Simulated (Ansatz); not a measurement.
System: AgI (Fm-3m, No. 225, 2 atoms in the cell; start mp-22919; a measured phase of this formula has another space group). Method: LDA in Ansatz (plane waves, PAW).

The input as run:

Ansatz 0.2 input:
```yaml
crystal:
  lattice:
    - [0.0, 2.9499300263, 2.9499300263]
    - [2.9499300263, 0.0, 2.9499300263]
    - [2.9499300263, 2.9499300263, 0.0]
  atoms:
    - { symbol: Ag, position: [0.0, 0.0, 0.0] }
    - { symbol: I, position: [0.5, 0.5, 0.5] }
basis:
  ecutwfc: 520
  ecutrho_ratio: 4
  xc_grid: 2
kpoints:
  mp_grid: { grid: [10, 10, 10] }
  band_path:
    path:
      - [0.0, 0.0, 0.0]
      - [0.05, 0.0, 0.05]
      - [0.1, 0.0, 0.1]
      - [0.15, 0.0, 0.15]
      - [0.2, 0.0, 0.2]
      - [0.25, 0.0, 0.25]
      - [0.3, 0.0, 0.3]
      - [0.35, 0.0, 0.35]
      - [0.4, 0.0, 0.4]
      - [0.45, 0.0, 0.45]
      - [0.5, 0.0, 0.5]
      - [0.541667, 0.083333, 0.541667]
      - [0.583333, 0.166667, 0.583333]
      - [0.625, 0.25, 0.625]
      - [0.375, 0.375, 0.75]
      - [0.340909, 0.340909, 0.681818]
      - [0.306818, 0.306818, 0.613636]
      - [0.272727, 0.272727, 0.545455]
      - [0.238636, 0.238636, 0.477273]
      - [0.204545, 0.204545, 0.409091]
      - [0.170455, 0.170455, 0.340909]
      - [0.136364, 0.136364, 0.272727]
      - [0.102273, 0.102273, 0.204545]
      - [0.068182, 0.068182, 0.136364]
      - [0.034091, 0.034091, 0.068182]
      - [0.055556, 0.055556, 0.055556]
      - [0.111111, 0.111111, 0.111111]
      - [0.166667, 0.166667, 0.166667]
      - [0.222222, 0.222222, 0.222222]
      - [0.277778, 0.277778, 0.277778]
      - [0.333333, 0.333333, 0.333333]
      - [0.388889, 0.388889, 0.388889]
      - [0.444444, 0.444444, 0.444444]
      - [0.5, 0.5, 0.5]
      - [0.5, 0.464286, 0.535714]
      - [0.5, 0.428571, 0.571429]
      - [0.5, 0.392857, 0.607143]
      - [0.5, 0.357143, 0.642857]
      - [0.5, 0.321429, 0.678571]
      - [0.5, 0.285714, 0.714286]
      - [0.5, 0.25, 0.75]
      - [0.5, 0.1875, 0.6875]
      - [0.5, 0.125, 0.625]
      - [0.5, 0.0625, 0.5625]
    npoints: 1
hamiltonian:
  xc: lda
  dispersion: none
  pseudopotentials: { kind: paw }
scf:
  occupations: { method: fermi_dirac, width: 0.01 }
  convergence: { dr2_threshold: 0.0000000002 }
output:
  forces: true
  stress: true
  eigenvalues: true
  write_bands: true
```

Excerpt of the program's output:

```
Crystal: 2 atoms, lattice volume = 51.341 Å³
Basis set: ecut = 520 eV, 1411 PW (Γ), exchange–correlation on 64×64×64 points (8 copies of the dense FFT grid, shifted against one another)
Bands: 22, of which v1, the nominal top of the filled ones, is band 18 counted from 1 (17 counted from 0)
Symmetry: 48 space group operations
Space group: Fm-3m (ITA 225), of the structure as read, at distance tolerance 3.7e-5 Å
k-points: 47 of 1000
Functional: x = slater, c = lda
SCF iter   1: F=—  HF=-14814.248336 eV  |F-HF|=—  |Δ(HF+E_count)|=         —  Δρ=8.75e-3  dr2=2.91e-2
SCF iter   2: F=—  HF=-14814.240534 eV  |F-HF|=—  |Δ(HF+E_count)|=   7.80e-3  Δρ=4.27e-3  dr2=6.37e-3
  ...
SCF iter   7: F=—  HF=-14814.238712 eV  |F-HF|=—  |Δ(HF+E_count)|=   1.75e-8  Δρ=1.20e-6  dr2=8.11e-10
SCF iter   8: F=-14814.238712 eV  HF=-14814.238712 eV  |F-HF|=1.64e-11  |Δ(HF+E_count)|=  2.76e-10  Δρ=1.98e-7  dr2=1.49e-11
SCF 1 converged in 8 iterations: F = -14814.238712 eV  dr2 = 1.49e-11
SCF converged after 8 iterations
Free energy (F): -14814.238712 eV
Internal energy: -14814.238711 eV  (E = F + TS)
E sigma→0 (E₀):  -14814.238711 eV
Fermi energy:    11.024346 eV
--- Stress (GPa, compression-positive) ---
       -0.013392      -0.000000       0.000000
        0.000000      -0.013392       0.000000
        0.000000      -0.000000      -0.013392
  P = ⅓ Tr σ = -0.0134 GPa (-0.134 kbar)
```

The PAW data were made under PBE.

A start named mp-… is a Materials Project structure, which need not be a measured phase.

Ansatz is an electronic-structure program.
